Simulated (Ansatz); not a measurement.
Defect: O-vacancy pair (O on one host N site, one N site vacant) in wurtzite AlN, charge state +2. All values below come from PBE, PAW (plane waves to 420 eV; Ansatz, a quantum-chemistry and plane-wave program).

Settings: 72 host sites, the relaxed PBE lattice, the Γ point alone, smearing 0.01 eV, spin-restricted, no image-charge correction. Static, classical nuclei. The charge state is imposed; whether it is stable for some Fermi level was not computed. Forms of the defect that were not tried may lie lower. The start lies 0.18 eV above the lowest site run (PBE).

Barriers: single points on a 2×2×2 k-point mesh shifted by half a step along c at the bands' geometries (they differ from the bands' own by up to 0.47 eV, and are uncertain by about as much).

The step: a nearby N atom hops onto the vacant site (O-vacancy distance between ideal sites 3.09 → 4.40 Å). Atoms about the jump, Cartesian Å from the middle of the jump, before and after:

```csv
atom,x0,y0,z0,x1,y1,z1
N1,-0.77,1.35,0.01,0.77,-1.35,-0.01
Al2,0.80,0.54,0.63,0.83,0.44,0.62
Al3,-2.34,0.47,0.61,-2.37,0.44,0.62
Al4,0.83,-1.33,-1.92,0.85,-1.33,-1.90
Al5,-0.81,-2.28,0.64,-0.77,-2.26,0.64
Al6,-0.78,1.37,-1.91,-0.77,1.37,-2.00
N7,-2.31,-1.35,-0.01,-2.31,-1.35,-0.01
N8,0.78,0.44,-2.48,0.79,0.45,-2.49
Al9,-2.39,-1.31,-1.91,-2.38,-1.33,-1.90
N10,-2.33,0.45,-2.50,-2.32,0.45,-2.49
O11,-0.77,-2.25,-2.50,-0.77,-2.25,-2.51
N12,0.80,0.45,2.51,0.79,0.46,2.51
N13,2.37,1.36,0.00,2.35,1.37,0.00
N14,-2.33,0.45,2.52,-2.33,0.46,2.51
N15,-0.76,-2.25,2.53,-0.77,-2.26,2.54
Al16,-0.76,3.17,0.61,-0.77,3.22,0.62
Al17,2.43,-2.30,0.63,2.37,-2.25,0.61
Al18,2.37,1.36,-1.92,2.37,1.36,-1.92
Al19,-0.78,1.36,3.12,-0.77,1.36,3.12
Al20,0.80,-1.35,3.12,0.80,-1.35,3.11
N21,-3.90,1.36,0.01,-3.89,1.37,0.00
N22,-0.76,-4.04,-0.01,-0.77,-4.05,0.00
N23,-0.77,3.17,-2.50,-0.77,3.17,-2.49
N24,2.34,-2.26,-2.48,2.35,-2.26,-2.50
```

Q: Give the saddle-point geometry and the barrier.

A: 
```tsv
atom	x	y	z
N1	-0.32	-0.16	-0.25
Al2	0.99	0.57	0.73
Al3	-2.28	0.33	0.55
Al4	0.75	-1.20	-1.84
Al5	-0.85	-2.14	0.58
Al6	-0.72	1.25	-1.93
N7	-2.52	-1.47	-0.02
N8	0.87	0.50	-2.60
Al9	-2.45	-1.35	-1.90
N10	-2.32	0.42	-2.51
O11	-0.80	-2.23	-2.51
N12	0.86	0.50	2.56
N13	2.45	1.42	-0.01
N14	-2.29	0.45	2.47
N15	-0.76	-2.21	2.49
Al16	-0.80	3.24	0.64
Al17	2.39	-2.30	0.63
Al18	2.41	1.39	-1.95
Al19	-0.76	1.36	3.12
Al20	0.80	-1.34	3.11
N21	-3.82	1.36	0.00
N22	-0.73	-3.97	-0.01
N23	-0.79	3.11	-2.45
N24	2.27	-2.23	-2.44
```
It lies 4.12 eV above the start and 4.30 eV above the end. The program found a first-order saddle point.
